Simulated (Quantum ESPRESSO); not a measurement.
A self-consistent single point of KCl (Fm-3m, 2 atoms in the cell) with Quantum ESPRESSO.

Computed with revPBE, GBRV 1.5 ultrasoft (PBE) pseudopotentials (plane waves; Quantum ESPRESSO).

```
CELL_PARAMETERS angstrom
     -3.16229     0.00000     3.16229
      0.00000     3.16229     3.16229
     -3.16229     3.16229     0.00000
ATOMIC_POSITIONS crystal
  K  0.00000 0.00000 0.00000
  Cl 0.50000 0.50000 0.50000
```

Reference input (self-consistent single point, DFT, revPBE, plane waves, GBRV 1.5 ultrasoft (PBE) pseudopotentials): ecutwfc = 40 Ry; ecutrho = 200 Ry; occupations = smearing; smearing = gauss; degauss = 0.000734986 Ry; input_dft = revpbe; potentials = {K: k_pbe_v1.4.uspp.F.UPF, Cl: cl_pbe_v1.4.uspp.F.UPF}; K_POINTS = automatic 9 9 9 0 0 0; conv_thr = 1e-08 Ry; mixing_beta = 0.5. This run's input differs from it in these lines:

```diff
@@ -32,3 +32,3 @@
 K_POINTS {automatic}
-9 9 9  0 0 0
+3 3 3  0 0 0
```

Log, with long lists cut:

```
     Self-consistent Calculation

     iteration #  1     ecut=    40.00 Ry     beta= 0.50

---- Real-time Memory Report at c_bands before calling an iterative solver
           109 MiB given to the printing process from OS
            21 MiB allocation reported by mallinfo(arena+hblkhd)
------------------

     Threshold (ethr) on eigenvalues was too large:
     Diagonalizing with lowered threshold

---- Real-time Memory Report at c_bands before calling an iterative solver
           113 MiB given to the printing process from OS
            26 MiB allocation reported by mallinfo(arena+hblkhd)
------------------

   [... lines left out ...]
           119 MiB given to the printing process from OS
            33 MiB allocation reported by mallinfo(arena+hblkhd)
------------------

     negative rho (up, down):  1.384E-02 0.000E+00

     total energy              =     -90.63677241 Ry
     estimated scf accuracy    <       0.00000001 Ry

     iteration # 10     ecut=    40.00 Ry     beta= 0.50

---- Real-time Memory Report at c_bands before calling an iterative solver
           120 MiB given to the printing process from OS
            34 MiB allocation reported by mallinfo(arena+hblkhd)
------------------

     negative rho (up, down):  1.384E-02 0.000E+00
     End of self-consistent calculation

     the Fermi energy is     2.1989 ev

!    total energy              =     -90.63677247 Ry
     estimated scf accuracy    <          8.5E-09 Ry
     smearing contrib. (-TS)   =      -0.00000000 Ry
     internal energy E=F+TS    =     -90.63677247 Ry

     convergence has been achieved in  10 iterations

     negative rho (up, down):  1.384E-02 0.000E+00

     Forces acting on atoms (cartesian axes, Ry/au):

     atom    1 type  1   force =    -0.00000000   -0.00000000   -0.00000000
     atom    2 type  2   force =     0.00000000    0.00000000   -0.00000000

     Total force =     0.000000     Total SCF correction =     0.000000

     negative rho (up, down):  1.384E-02 0.000E+00
          total   stress  (Ry/bohr**3)                   (kbar)     P=       11.03
   0.00007498  -0.00000000  -0.00000000           11.03       -0.00       -0.00
  -0.00000000   0.00007498   0.00000000           -0.00       11.03        0.00
  -0.00000000   0.00000000   0.00007498           -0.00        0.00       11.03

   JOB DONE.
```

The run converged in 10 iterations. Against the reference run the free energy goes up by 1.2 meV/atom, the pressure moves little (1.09 to 1.10 GPa) and the gap on the mesh moves little (5.450 to 5.448 eV).

The starting cell comes from a database of computed structures (which also holds hypothetical and non-ambient phases and stackings), without a prior relaxation at this level. Its lattice was rescaled by a random factor within 2.5 % of one.
